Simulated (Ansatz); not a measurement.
Take HgS (space group P3_221, No. 154; a = 4.139 Å, c = 9.408 Å; made of chains) as the base.

One thing is altered: every S is replaced by O, then cell and atoms are relaxed.

Levels (all Ansatz, a program for electronic structure, PAW): PBEsol (420 eV, no SOC); PBEsol+SOC (420 eV, noncollinear with spin-orbit coupling).

The geometry is relaxed with PBEsol.

| Property | Result |
|---|---|
| PBEsol lowest conduction level above the VBM at special points | Γ 1.44 eV; A 2.10 eV; L 3.21 eV; M 3.37 eV |
| PBEsol gap character | indirect, A–L (38 % along) → K–Γ (87 % along) |
| PBEsol smallest direct gap | 1.56 eV |
| PBEsol pressure | 0.00 GPa |

With PBEsol+SOC at the same geometry, the lowest conduction level above the VBM at special points goes from Γ 1.44 eV; A 2.10 eV; L 3.21 eV; M 3.37 eV to Γ 1.43 eV; A 2.02 eV; L 3.15 eV; M 3.25 eV; the gap character is still indirect, A–L (38 % along) → K–Γ (87 % along); the smallest direct gap is nearly the same (1.56 eV against 1.55 eV); the pressure goes from zero to -0.63 GPa.

Single points use the geometry relaxed with PBEsol. Differences between runs with and without spin-orbit coupling are approximate. With Hg present, leaving out spin-orbit coupling can change the band edges. Stability against distortions was not tested. For HgO in this form, whether it has been made was not checked. No dispersion term is included in the PBEsol runs.
